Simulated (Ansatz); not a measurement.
# A self-consistent single point of LuAg4 (I4, 5 atoms in the cell) with Ansatz

Method of the run: PBEsol, default PAW files made with PBE (plane waves; Ansatz, a program for electronic structure).

The input file:

Ansatz 0.2 input:
```yaml
# LuAg4
crystal:
  lattice:
    - [-3.318788, 3.318788, 2.073908]
    - [3.318788, -3.318788, 2.073908]
    - [3.318788, 3.318788, -2.073908]
  atoms:
    - { symbol: Lu, position: [0.012055, 0.012055, 0.000000] }
    - { symbol: Ag, position: [0.598190, 0.802840, 0.401030] }
    - { symbol: Ag, position: [0.401810, 0.197160, 0.598970] }
    - { symbol: Ag, position: [0.802840, 0.401810, 0.204650] }
    - { symbol: Ag, position: [0.197160, 0.598190, 0.795350] }
basis:
  ecutwfc: 420.0
kpoints:
  mp_grid: { grid: [5, 5, 5] }
hamiltonian:
  xc: pbesol
  pseudopotentials: { kind: paw }
scf:
  occupations: { method: gaussian, width: 0.1 }
output:
  forces: true
  eigenvalues: true
  stress: true
```

The program printed (abridged):

```
WARN ansatz: RAYON_NUM_THREADS=1 ignored (pool sized by the plan → 1); use --threads N
Pseudopotentials: kind: paw
Pseudopotential: Lu, paw, valence charge 25
Pseudopotential: Ag, paw, valence charge 19
Crystal: 5 atoms, lattice volume = 91.371 Å³
Basis set: ecut = 420 eV, 1775 PW (Γ), exchange–correlation on 72×72×72 points (8 copies of the dense FFT grid, shifted against one another)
Bands: 61, of which v1, the nominal top of the filled ones, is band 51 counted from 1 (50 counted from 0)
Symmetry: 4 space group operations
Space group: I4 (ITA 79), of the structure as read, at distance tolerance 4.5e-5 Å
k-points: 21 of 125 (time reversal used)
PAW frozen core: Lu, regenerated for the run's functional, and the local potential with it
PAW frozen core: Ag, regenerated for the run's functional, and the local potential with it
Initial density: superposition of atomic densities (neutral atoms: chi_scale 0, normalization atom), corrected by the library's trained network
Initial wavefunctions: pseudopotential atomic-orbital guess
Eigensolver: davidson
Functional: x = pbesol(κ = 0.804, μ = 0.12345679012345678), c = pbesol(β = 0.046)
SCF iter   1: F=—  HF=-44701.666895 eV  |F-HF|=—  |Δ(HF+E_count)|=         —  Δρ=9.56e-3  dr2=8.43e-2  ethr=1.77e-3  ⟨swp⟩=5.5  Hψ=5446  notcnv=0  defer=5
all-band conjugate gradients solve this SCF's bands
preconditioner: auto → Resta (q_TF=auto, 2.774 Å⁻¹)
SCF iter   2: F=—  HF=-44701.641433 eV  |F-HF|=—  |Δ(HF+E_count)|=   2.55e-2  Δρ=1.96e-3  dr2=2.49e-3  ethr=8.34e-5  ⟨swp⟩=2.6  Hψ=2621  notcnv=0  defer=19
SCF iter   3: F=—  HF=-44701.640855 eV  |F-HF|=—  |Δ(HF+E_count)|=   5.77e-4  Δρ=1.11e-3  dr2=7.91e-4  ethr=2.46e-6  ⟨swp⟩=2.2  Hψ=2206  notcnv=0  defer=19
SCF iter   4: F=—  HF=-44701.640895 eV  |F-HF|=—  |Δ(HF+E_count)|=   4.01e-5  Δρ=4.99e-4  dr2=1.35e-4  ethr=7.83e-7  ⟨swp⟩=3.0  Hψ=2337  notcnv=0  defer=19
SCF iter   5: F=—  HF=-44701.640659 eV  |F-HF|=—  |Δ(HF+E_count)|=   2.37e-4  Δρ=1.24e-4  dr2=1.31e-5  ethr=1.34e-7  ⟨swp⟩=3.0  Hψ=2866  notcnv=0  defer=19
SCF iter   6: F=—  HF=-44701.640645 eV  |F-HF|=—  |Δ(HF+E_count)|=   1.39e-5  Δρ=3.77e-5  dr2=1.08e-6  ethr=1.29e-8  ⟨swp⟩=2.4  Hψ=2198  notcnv=0  defer=19
SCF iter   7: F=—  HF=-44701.640645 eV  |F-HF|=—  |Δ(HF+E_count)|=   8.04e-8  Δρ=1.81e-5  dr2=2.74e-7  ethr=1.06e-9  ⟨swp⟩=2.4  Hψ=2225  notcnv=0  defer=19
SCF iter   8: F=-44701.640645 eV  HF=-44701.640645 eV  |F-HF|=8.87e-9  |Δ(HF+E_count)|=   9.65e-8  Δρ=2.94e-6  dr2=6.22e-9  ethr=9.90e-11  ⟨swp⟩=11.6  Hψ=8253  notcnv=0
SCF 1 converged in 8 iterations: F = -44701.640645 eV  dr2 = 6.22e-9
SCF converged after 8 iterations
Free energy (F): -44701.640645 eV
Harris-Foulkes:  -44701.640645 eV  (|F-HF|=8.87e-9)
Internal energy: -44701.631649 eV  (E = F + TS)
E sigma→0 (E₀):  -44701.636147 eV
Entropy (-TS):   -0.008996 eV (-1.799 meV/atom)
Fermi energy:    17.383109 eV
--- Per-component energies (eV) ---
  E_band       = -867.891952
  E_kinetic    = 2527.973099
  E_local      = -14940.870174  (includes V_loc(G=0)·N_el)
  E_nonlocal   = 907.351713
  E_hartree    = 6562.723489
  E_xc         = -953.512959
  E_vxc        = -1198.033450  (∫ρ·V_xc dr)
  E_paw        = -22589.665081  (= ΣΔE_a)
  E_vpaw       = -1289.752328  (= ΣTr[D̂ρ^β])
  E_aug_tail   = 0.001220  (compensation charges beyond the density's cutoff)
  E_ewald      = -16218.116080
  E_core_change = 2.483124  (= ΣΔE_core)
  E_smearing   = -0.008996  (= −TS)
  E_closure    = 0.000000  (closes the sum)
  Σ components = -44701.640645   (vs F -44701.640645, Δ=0.00e0)
--- Forces (eV/Å), atoms counted from 1 ---
  atom   1  Lu     0.00000000    -0.00000000    -0.35929668
  atom   2  Ag     0.04926705    -0.03180930     0.08982159
  atom   3  Ag    -0.04926705     0.03180930     0.08982159
  atom   4  Ag     0.03180930     0.04926705     0.08982159
  atom   5  Ag    -0.03180930    -0.04926705     0.08982159
  max |Σ_I F_I| component: 1.03e-5 eV/Å
--- Stress (GPa, compression-positive) ---
       -1.669404      -0.000000       0.000000
        0.000000      -1.669404       0.000000
        0.000000       0.000000      -1.097225
  P = ⅓ Tr σ = -1.4787 GPa (-14.787 kbar)
  The stress holds the Pulay correction. Without it, at fixed plane waves, as pw.x and ABINIT print it: P = -1.5260 GPa
--- Band table (eV; the first three rows and the last of 21) ---
  k-point 0: bands = ["-74.8063", "-74.7939", "-74.7939", "-74.7936", "-38.7780", "-38.3408", "-38.3361", "-38.3348", "-38.3348", "-38.3014", "-38.2932", "-38.2932", "-38.2566", "-38.2546", "-38.2400", "-38.2044", "-38.2044", "-9.5160", "-9.5160", [...]
  k-point 1: bands = ["-74.8054", "-74.7955", "-74.7938", "-74.7930", "-38.7797", "-38.3462", "-38.3378", "-38.3313", "-38.3270", "-38.3104", "-38.2932", "-38.2820", "-38.2569", "-38.2514", "-38.2420", "-38.2103", "-38.2038", "-9.5187", "-9.5153", [...]
  k-point 2: bands = ["-74.8036", "-74.7977", "-74.7934", "-74.7930", "-38.7823", "-38.3514", "-38.3395", "-38.3249", "-38.3195", "-38.3175", "-38.2929", "-38.2699", "-38.2577", "-38.2467", "-38.2414", "-38.2253", "-38.2030", "-9.5229", "-9.5142", [...]
  k-point 20: bands = ["-74.8007", "-74.7974", "-74.7965", "-74.7932", "-38.7871", "-38.3482", "-38.3311", "-38.3298", "-38.3267", "-38.3134", "-38.2735", "-38.2691", "-38.2588", "-38.2555", "-38.2362", "-38.2295", "-38.2130", "-9.5208", "-9.5206", [...]
```

The run converged in 8 iterations.

The starting cell comes from a database of computed structures (which also holds hypothetical and non-ambient phases and stackings), without a prior relaxation at this level. Its lattice was rescaled by up to half a per cent. One atom was moved a little off its site on purpose. Spin-orbit coupling is off. Ansatz's pressure includes its estimate of the finite-basis (Pulay) stress.
